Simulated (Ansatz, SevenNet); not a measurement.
How the equilibrium volume per atom of C11b MoSi2 moves with the method

No measured value is used here.

```csv
level (code),value (Å³/atom)
SevenNet-0 (SevenNet),13.63
LDA (Ansatz),13.06
PBE (Ansatz),13.58
PBEsol-D3(BJ) (Ansatz),…
r²SCAN+rVV10 (Ansatz),13.30
```

Q: What belongs in the gaps?

A: 
- PBEsol-D3(BJ) (Ansatz, a program for electronic structure), value (Å³/atom): 12.88

Cutoffs differ between the levels. Ansatz's density-functional and Hartree–Fock values are scalar-relativistic unless marked +SOC, with PAW data made under PBE.

Machine-learned potentials (SevenNet-0) are trained on DFT data, which may include these solids.
